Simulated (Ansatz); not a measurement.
Consider Ba in the bcc (W type) structure (space group Im-3m, No. 229; a = 4.882 Å).

Calculations: PBEsol, PAW, 420 eV (Ansatz, a first-principles code; no SOC).

One change was made to it. Results:

The shortest interatomic distance drops by 0.179 Å, from 4.228 Å to 4.049 Å; the density shrinks by 1.07 g/cm³ (3.92 g/cm³ → 2.85 g/cm³).

Question: Which of these changes matches the shifts?
(A) Ba → Mg
(B) Ba → Sr
(C) Ba → Ca

Answer: B, Ba → Sr. For comparison, the shortest interatomic distance in the other runs: Ba → Ca gives 3.744 Å; Ba → Mg gives 3.080 Å.

Whether these cells are dynamically stable was not tested. For Mg in this form, whether it has been made was not checked. This is not the structure that Sr has at room temperature and ambient pressure. This is not the structure that Ca has at room temperature and ambient pressure. This is not the structure that Mg has at room temperature and ambient pressure.
